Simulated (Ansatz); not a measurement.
An Ansatz (a first-principles code) run: ZrO2 with a change (pressure −2 GPa); DFT with r2SCAN, PAW potentials and a 500 eV plane-wave cutoff in Ansatz, spin-orbit coupling left out.

Input:

Ansatz 0.2 input:
```yaml
crystal:
  lattice:
    - [0, 2.5480006493, 2.5480006493]
    - [2.5480006493, 0, 2.5480006493]
    - [2.5480006493, 2.5480006493, 0]
  atoms:
    - { symbol: Zr, position: [0, 0, 0] }
    - { symbol: O, position: [0.25, 0.25, 0.25] }
    - { symbol: O, position: [0.75, 0.75, 0.75] }
basis: { ecutwfc: 500, ecutrho_ratio: 4, xc_grid: 4, fft_grid_basis: typed }
kpoints: { mp_grid: { grid: [11, 11, 11] } }
hamiltonian:
  xc: r2scan
  dispersion: none
  pseudopotentials: { kind: paw }
scf: { occupations: { method: fermi_dirac, width: 0.05 } }
relax: { f_tol: 0.01, max_steps: 60, cell: { stress_tol: 0.02, p_target: -2.0 } }
output: { forces: true, stress: true }
checkpoint: { write: state.ck, write_every: 1000 }
```

Output (explanatory and most iteration lines left out):

```
Relaxation: its limit of steps is 60 (relax.max_steps)
Pseudopotential: Zr, paw, valence charge 12
Pseudopotential: O, paw, valence charge 6
Crystal: 3 atoms, lattice volume = 33.085 Å³
Basis set: ecut = 500 eV, 869 PW (Γ), exchange–correlation on 108×108×108 points (64 copies of the dense FFT grid, shifted against one another)
Bands: 16, of which v1, the nominal top of the filled ones, is band 12 counted from 1 (11 counted from 0)
Symmetry: 48 space group operations
Space group: Fm-3m (ITA 225), of the structure as read, at distance tolerance 3.2e-5 Å
k-points: 56 of 1331
Functional: x = r2scan, c = r2scan; τ floored in thin density (d = 2e-4 eV/Å³)
SCF iter   1: F=—  HF=-5337.994105 eV  |F-HF|=—  |Δ(HF+E_count)|=         —  Δρ=1.64e-2  dr2=1.09e-1  dr2_τ=1.92e-1  ethr=1.77e-3  ⟨swp⟩=5.9  Hψ=4437  notcnv=0
SCF iter   2: F=—  HF=-5338.065231 eV  |F-HF|=—  |Δ(HF+E_count)|=   7.11e-2  Δρ=1.22e-2  dr2=2.82e-2  dr2_τ=1.04e-2  ethr=4.54e-4  ⟨swp⟩=2.7  Hψ=2051  notcnv=0
SCF 1 converged in 6 iterations: F = -5338.058992 eV  dr2 = 1.68e-8
relax step   1: F+E_penalty+E_count = -5338.05899198 eV  Δ(F+E_penalty+E_count) = +0.000e0 eV  max|allowed force component| = 3.180e-18 eV/Å  Δτ_max = 0.0000 Å  P = -1.002 GPa  Ω = 33.085 Å³  (6 SCF iters, dr2 threshold 1.00e-7 eV, accepted)
[... steps on the carried basis left out ...]
relax step   4: F+E_penalty+E_count = -5338.05773906 eV  Δ(F+E_penalty+E_count) = -9.931e-5 eV  max|allowed force component| = 1.388e-17 eV/Å  Δτ_max = 0.0000 Å  P = -2.001 GPa  Ω = 33.217 Å³  stress off target by 1.29e-3 GPa  SCF on the basis re-selected at this cell (its energy is not comparable with the rows above)  (5 SCF iters)
SCF converged after 5 iterations
Free energy (F): -5338.057739 eV
Internal energy: -5338.057739 eV  (E = F + TS)
E sigma→0 (E₀):  -5338.057739 eV
Fermi energy:    13.664804 eV
--- Forces (eV/Å), atoms counted from 1 ---
  atom   1  Zr    -0.00000000     0.00000000     0.00000000
  atom   2  O     -0.00000000     0.00000000    -0.00000000
  atom   3  O      0.00000000    -0.00000000    -0.00000000
--- Stress (GPa, compression-positive) ---
       -2.001292      -0.000000      -0.000000
       -0.000000      -2.001292      -0.000000
       -0.000000      -0.000000      -2.001292
  P = ⅓ Tr σ = -2.0013 GPa (-20.013 kbar)
--- Relaxed structure (3 steps of the walk, 3 accepted, 1 SCFs on fresh bases) ---
  cell:  # Å, volume = 33.2169 Å³
    - [-1.019074406579118e-34, 2.5513871452497106, 2.5513871452497106]
    - [2.5513871452497106, -1.019074406579118e-34, 2.5513871452497106]
    - [2.5513871452497106, 2.5513871452497106, -1.2101508578127026e-34]
  atoms:
    - { symbol: Zr, position: [1.4123151971354154e-35, -2.724570897145093e-35, -2.2587201236416577e-35] }
    - { symbol: O, position: [0.24999999999999997, 0.24999999999999997, 0.24999999999999997] }
    - { symbol: O, position: [0.7499999999999999, 0.7499999999999999, 0.7499999999999999] }
```

Load acts through the strain it causes; cell and atoms are relaxed under it. Stability against distortions was not tested. The cell was made from ZrO$_{2}$ in the fluorite structure (space group Fm-3m, No. 225) by this change: pressure −2 GPa. This is not the structure that ZrO2 has at room temperature and ambient pressure.
